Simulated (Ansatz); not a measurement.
The parent structure is BeTe in the zinc blende structure (space group F-43m, No. 216; a = 5.6044 Å). Axes: x, y, z lie along the cube axes.

Calculations: Kohn–Sham DFT with the PBEsol functional, run in Ansatz (a program for electronic structure) with PAW and 420 eV plane waves, no SOC.

Before the change:

The band gap is 1.84 eV and the pressure comes out as 0.01 GPa.

One thing is altered: the symmetric strain tensor [0.0004 0.0012 -0.0038; 0.0012 0.0055 0.0037; -0.0038 0.0037 -0.0171], atoms relaxed at fixed cell.

Q: What does the calculation give for the band gap, pressure and energy relative to the base after the change?

A: The band gap decreases by 0.212 eV, from 1.84 eV to 1.62 eV; the pressure (mean of the normal stresses, compression positive) rises by 0.70 GPa, from 0.01 GPa to 0.71 GPa; the energy increases by 2.1 meV/atom.

With Te present, leaving out spin-orbit coupling can change the band edges. Whether these cells are dynamically stable was not tested.
